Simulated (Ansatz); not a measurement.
Consider Mg$_{2}$Ge in the anti-fluorite structure (space group Fm-3m, No. 225; a = 6.364 Å). Axes: x, y, z lie along the cube axes.

All numbers come from PBEsol (Ansatz, a first-principles code; PAW; 420 eV plane waves; spin-orbit coupling left out).

Strains are applied to the cell and any free atomic positions relax.

One change was made to it. Results:

| quantity | base | after |
|---|---|---|
| energy relative to the base (free energy F) | 0 meV/atom | +4.6 meV/atom |
| band gap | 0.08 eV | zero |
| shortest interatomic distance | 275.6 pm | 272.6 pm |

Task: Name the change that was made.
A) tensor shear ε_xy = +0.57 %
B) tensor shear ε_xy = +1.43 %
C) tensor shear ε_xy = +2.00 %
D) tensor shear ε_xy = +1.71 %
E) tensor shear ε_xy = +0.86 %

Result: C, tensor shear ε_xy = +2.00 %. For comparison, the energy relative to the base in the other runs: tensor shear ε_xy = +1.71 % gives +3.4 meV/atom; tensor shear ε_xy = +0.57 % gives +0.4 meV/atom; tensor shear ε_xy = +1.43 % gives +2.4 meV/atom; tensor shear ε_xy = +0.86 % gives +0.9 meV/atom.

Whether these cells are dynamically stable was not tested. The final runs are not spin-polarised. Gaps under 0.05 eV, about the width of the smearing, are given as zero. A zero or small gap of Mg2Ge can be the functional's error rather than a property of the material.
